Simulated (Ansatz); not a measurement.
Several settings converged on ZnNi (P4/mmm, 2 atoms in the cell)

```xyz
2
Lattice="2.7101 0.0000 0.0000 0.0000 2.7101 0.0000 0.0000 0.0000 3.1979" Properties=species:S:1:pos:R:3 pbc="T T T"
Zn     1.3550     1.3550     1.5989
Ni     0.0000     0.0000     0.0000
```

Base method: LDA (PW92), default PAW files made with PBE (plane waves; Ansatz, a program for electronic structure).

Base settings: basis.ecutwfc = 30.9 Ry; kpoints.mp_grid.grid = 12 12 10; hamiltonian.xc = lda; hamiltonian.pseudopotentials = {kind: paw} (the program's default PAW files); scf.occupations.method = fermi_dirac; scf.occupations.width = 0.0073 Ry.

Core times come from one kind of shared machine, to one figure; runs under 30 s give none.

**Zone-centre phonons against the cutoff**

In this ladder: phonons.method = dfpt.

The mesh stays at the base's, so the ladder's end is converged at best in this setting alone.

Frequencies are those of the unrelaxed cell, without the LO-TO term of polar crystals.

Only quantities that move along the ladder and can be compared are tabulated.

```tsv
basis.ecutwfc	highest zone-centre frequency (cm⁻¹)	core time / last (rough)
15.4 Ry	190.9	0.6
18.4 Ry	203.7	0.3
21.7 Ry	225.2	0.4
26.1 Ry	243.3	0.3
30.9 Ry	240.8	0.8
37.1 Ry	240.7	0.7
46.3 Ry	240.7	1
```

Coarsest basis.ecutwfc that holds the highest zone-centre frequency within 1 cm⁻¹ of the last step, with all finer ones: 30.9 Ry; the step before is off by 2.5 cm⁻¹.

**The q mesh of the phonons**

In this ladder: kpoints.mp_grid.grid = 12 12 12; phonons.method = dfpt.

Only quantities that move along the ladder and can be compared are tabulated.

Thermal sums run over frequencies interpolated from this q mesh.

| phonons.qmesh | zero-point energy (meV/atom) | vibrational free energy at 300 K (meV/atom) | core time / last (rough) |
|---|---|---|---|
| 1 1 1 | 28.19 | -25.14 | 0.07 |
| 2 2 2 | 31.05 | -19.42 | 0.4 |
| 3 3 3 | 30.93 | -19.84 | 1 |

Coarsest phonons.qmesh that holds the zero-point energy within 1 meV/atom of the last step, with all finer ones: 2 2 2, at about 0.4 of the last step's time; the step before is off by 2.7 meV/atom.

Coarsest phonons.qmesh that holds the vibrational free energy at 300 K within 2 meV/atom of the last step, with all finer ones: 2 2 2, at about 0.4 of the last step's time; the step before is off by 5.3 meV/atom.

On the base run: the starting cell comes from a database of computed structures (which also holds hypothetical and non-ambient phases and stackings), without a prior relaxation at this level. Its lattice was rescaled by up to half a per cent. Spin polarisation is off. In the base run, with a pressure of about -10 GPa the cell is away from its equilibrium volume at this level.

Keys are those of Ansatz 0.2.
